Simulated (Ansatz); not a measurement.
A working Ansatz (a quantum-chemistry and plane-wave program) input for YbCdAu (Pnma, 12 atoms in the cell) (DFT, LDA (PW92), plane waves, default PAW files made with PBE):

Ansatz 0.2 input:
```yaml
crystal:
  lattice:
    - [7.433462, 0.000000, 0.000000]
    - [0.000000, 4.398670, 0.000000]
    - [0.000000, 0.000000, 8.898128]
  atoms:
    - { symbol: Yb, position: [0.043250, 0.250000, 0.679900], spin: 1.0 }
    - { symbol: Yb, position: [0.456750, 0.750000, 0.179900], spin: 1.0 }
    - { symbol: Yb, position: [0.543250, 0.250000, 0.820100], spin: 1.0 }
    - { symbol: Yb, position: [0.956750, 0.750000, 0.320100], spin: 1.0 }
    - { symbol: Cd, position: [0.139800, 0.250000, 0.059490] }
    - { symbol: Cd, position: [0.360200, 0.750000, 0.559490] }
    - { symbol: Cd, position: [0.639800, 0.250000, 0.440510] }
    - { symbol: Cd, position: [0.860200, 0.750000, 0.940510] }
    - { symbol: Au, position: [0.249770, 0.250000, 0.369010] }
    - { symbol: Au, position: [0.250230, 0.750000, 0.869010] }
    - { symbol: Au, position: [0.749770, 0.250000, 0.130990] }
    - { symbol: Au, position: [0.750230, 0.750000, 0.630990] }
basis:
  ecutwfc: 420.0
kpoints:
  mp_grid: { grid: [3, 5, 3], shift: [0.5, 0.5, 0.5] }
hamiltonian:
  xc: lda
  pseudopotentials: { kind: paw }
magnetization:
  spin_polarized: true
scf:
  occupations: { method: gaussian, width: 0.272 }
output:
  forces: true
  eigenvalues: true
  stress: true
```

The run converged in 17 iterations: free energy E − TS (on the zero of these files) -138181.3289 eV; Fermi level (on the code's own zero) 14.03 eV; pressure -7.86 GPa; largest force (vector length) 0.055 eV/Å; size of the cell's spin moment 0.00 μB. Each of these slips is then made, one at a time:

(1)
```diff
-    - [7.433462, 0.000000, 0.000000]
-    - [0.000000, 4.398670, 0.000000]
-    - [0.000000, 0.000000, 8.898128]
+    - [3.933619, 0.000000, 0.000000]
+    - [0.000000, 2.327676, 0.000000]
+    - [0.000000, 0.000000, 4.708687]
```

(2)
```diff
-  occupations: { method: gaussian, width: 0.272 }
```

**Question.** What happens in each case?

**Answer.** 
(1) Cell lengths in the wrong unit (bohr against Å). The run converged in 17 iterations without an error; against the sound input the free energy rises by 104 eV/atom, the pressure goes from -7.86 to 9552 GPa and the largest force goes from 0.055 to 66.73 eV/Å.

(2) No occupation method given. The program stopped before any SCF iteration.
```
Error: YAML parse error: `scf.occupations.method` is required: fixed only where the cell keeps a band gap throughout the run, explicit beside scf.occupations.values (under evaluate: without them), else a smearing such as fermi_dirac (scf.occupations.width is optional; its entry in the input reference gives the default)
```

The starting cell comes from a database of published, mostly measured structures (it also holds non-ambient and calculated ones), without a prior relaxation at this level. Its lattice was rescaled by a random factor within 2.5 % of one. Spin-orbit coupling is off. The starting moments vanished: the run ended non-magnetic, which need not be the lowest state. The program warned that a starting moment was not kept. In the base run, with a pressure of about -8 GPa the cell is away from its equilibrium volume at this level. Ansatz's pressure includes its estimate of the finite-basis (Pulay) stress.

Left out of this page: 3 runs of the series outside the window shown, repeating another row's setting, or not comparable; 1 run of the series stopped by limits of time or memory.
